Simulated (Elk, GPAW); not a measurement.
An Elk input for a self-consistent single point of Ca₃Tl (Fm-3m, 4 atoms in the cell) (DFT, PBEsol, all-electron FP-LAPW, Elk's shipped species files, APW+lo basis with extra local orbitals):

```
tasks
  0

xctype
  22

rgkmax
  8.0

gmaxvr
  16.0

nxlo
  2

lorbcnd
  .true.

lmaxi
  3

stype
  0

swidth
  0.00499791

maxscl
  100

scale
  1.889726125

avec
    0.0000000000    3.9453090000    3.9453090000
    3.9453090000    0.0000000000    3.9453090000
    3.9453090000    3.9453090000    0.0000000000

atoms
  2
  'Ca.in'
  3
  0.5000000000  0.5000000000  0.5000000000    0.0 0.0 0.0
  0.2500000000  0.2500000000  0.2500000000    0.0 0.0 0.0
  0.7500000000  0.7500000000  0.7500000000    0.0 0.0 0.0
  'Tl.in'
  1
  0.0000000000  0.0000000000  0.0000000000    0.0 0.0 0.0

ngridk
  7 7 7
```

Question: Translate this input to GPAW.

Answer: This is the input that was run; spellings and numerical settings could be chosen otherwise.

```python
from ase import Atoms
from ase.units import GPa
from gpaw import GPAW, PW

atoms = Atoms(['Ca', 'Ca', 'Ca', 'Tl'],
              cell=[[0.000000, 3.945309, 3.945309],
                    [3.945309, 0.000000, 3.945309],
                    [3.945309, 3.945309, 0.000000]],
              scaled_positions=[[0.500000, 0.500000, 0.500000],
                                [0.250000, 0.250000, 0.250000],
                                [0.750000, 0.750000, 0.750000],
                                [0.000000, 0.000000, 0.000000]],
              pbc=True)

calc = GPAW(mode=PW(600),
            xc='PBEsol',
            kpts=(7, 7, 7),
            occupations={'name': 'methfessel-paxton', 'width': 0.136, 'order': 0},
            nbands=-12,
            convergence={'density': 1e-05},
            symmetry={'symmorphic': False, 'tolerance': 0.0005},
            maxiter=120)

atoms.calc = calc

energy = atoms.get_potential_energy()
print('Energy (eV):', round(energy, 6))
forces = atoms.get_forces()
print('Forces (eV/Ang):')
print(forces.round(5))
stress = atoms.get_stress()
print('Stress (GPa, Voigt):', (stress / GPa).round(4))
```

Basis settings and potentials, where a program has them, do not carry over. This input uses DFT PBEsol, plane waves, GPAW PAW datasets PBEsol (made by gpaw-setup).

The starting cell comes from a database of computed structures (which also holds hypothetical and non-ambient phases and stackings), without a prior relaxation at this level. For this run, on top of that: lattice scaled by 0.98.
